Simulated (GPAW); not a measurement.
Equation of state of fcc Pb (space group 225): energy against volume (GPAW, PBE)

```yaml
crystal:
  lattice:
    - [0.00000, 2.43099, 2.43099]
    - [2.43099, 0.00000, 2.43099]
    - [2.43099, 2.43099, 0.00000]
  atoms:
    - { symbol: Pb, position: [0.00000, 0.00000, 0.00000] }
```

Method of the run: PBE, GPAW PAW datasets PBE (gpaw-data 1.0.1) (plane waves; GPAW 25.7.0). Settings: mode = pw; ecut = 585 eV; xc = PBE; kpts = 20 20 20; mesh shift (steps) = 0 0 0; occupations.name = fermi-dirac; occupations.width = 0.05 eV; nbands = -5; convergence.forces = 0.001 eV/Å; symmetry.symmorphic = false; symmetry.tolerance = 0.0005; maxiter = 120. The cell above is the first row's. The rows scale it uniformly. In all rows the k mesh is held. E is the free energy at the stated smearing, counted from the lowest row.

| V (Å^3/atom) | E (meV/atom) |
|---|---|
| 28.733 | 45.27 |
| 29.358 | 27.58 |
| 29.982 | 14.73 |
| 30.607 | 6.17 |
| 31.232 | 1.40 |
| 31.856 | 0.00 |
| 32.481 | 1.61 |
| 33.105 | 5.95 |
| 33.730 | ? |

Question: Using the third-order Birch-Murnaghan form, a cubic in V^(-2/3), estimate the missing E at V = 33.730 from the other rows, showing the fit.

Answer: With u = V^(-2/3) - 0.1016, the rows have u = 0.0049973, 0.0034789, 0.0020159, 0.0006005, -0.0007676, -0.0020887, -0.0033693, -0.0046076. Least squares gives E = 3.641 + 3640.5·u + 917492·u² + 4157422·u³. Residuals (row less fit): 0.005, -0.005, -0.012, 0.011, 0.015, -0.002, -0.022, 0.011; standard error 0.017 (degrees of freedom: 4). Its minimum lies at u = -0.0020114, so V0 = (0.0995886)^(-3/2) = 31.82. There d²E/du² = 1785000 and d³E/du³ = 2.494e7, so B0 = (4/9) × 31.82^(-7/3) × 1785000 × 0.160218 = 39.6 GPa (the last factor turns the table's units into GPa), and B0' = 4 + (2/3) × 0.0995886 × (2.494e7)/1785000 = 4.9. The program's pressures in the fitted runs (not shown) pass through zero at V = 31.81, 0.02 % from this V0. At the withheld row, u = -0.0058095, so E = 3.641 + 3640.5 × (-0.0058095) + 917492 × (-0.0058095)² + 4157422 × (-0.0058095)³ = 12.642 meV/atom. The calculation gives 12.68 meV/atom, 0.038 meV/atom above the prediction (0.1 % of the range of E in the table). The row lies outside the fitted rows, so this is an extrapolation. From the scatter of the fitted rows alone, a prediction at this place has a standard error of 0.041 meV/atom, so the miss is 0.9 times that.

Carrying the step between the two nearest rows on in a straight line would have given 10.30, off by 2.38; series whose last step already gives the withheld value aren't shown. The scan was laid around a cell of about the measured size, scaled by a guess for this functional. Spin-orbit coupling is off. Cutoffs and mesh are single choices, not tested for convergence of this quantity. Series with a scatter that would blur these digits, or in which a gap closes, are not shown. Nor are scans whose minimum lies at an end fitted in this form.
